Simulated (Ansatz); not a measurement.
We consider SnGeO4 (model structure, started from the HfGeO4 type, I4₁/a, No. 88, 12 atoms in the cell), described by r²SCAN (Ansatz, a program for electronic structure, plane waves, PAW).

Run with plane-wave cutoff 560 eV, 10×10×10 k mesh, Fermi–Dirac smearing 0.01 eV, scalar-relativistic PAW data made under PBE.

Cell (relaxed with PBEsol):

```
SnGeO4
1.0
   -2.41040     2.41040     5.36257
    2.41040    -2.41040     5.36257
    2.41040     2.41040    -5.36257
Sn Ge O
2 2 8
Direct
  0.50000   0.50000   0.00000
  0.25000   0.75000   0.50000
  0.00000   0.00000   0.00000
  0.75000   0.25000   0.50000
  0.09707   0.51642   0.94953
  0.26642   0.81688   0.91934
  0.56688   0.14754   0.05047
  0.89754   0.34707   0.08066
  0.65293   0.73358   0.55047
  0.48358   0.43312   0.58066
  0.18312   0.10246   0.44953
  0.85246   0.90293   0.41934
```

Problem. Predict the band gap and smallest direct gap on the k points sampled.

Solution. 
- band gap = 1.94 eV
- smallest direct gap on the k points sampled = 1.96 eV

Note: the relaxation could raise the start's symmetry but not lower it, so the cell can be a saddle point; cell and atoms aren't relaxed at this level (largest force component 0.23 eV/Å, pressure -2.1 GPa).

Spin–orbit coupling is not included.

The computed numbers hold no vibrational or temperature effects.

A model structure was made by putting elements into a prototype or built by hand; it is no filed structure, need not be a known phase, and can be a saddle point held by its symmetry.
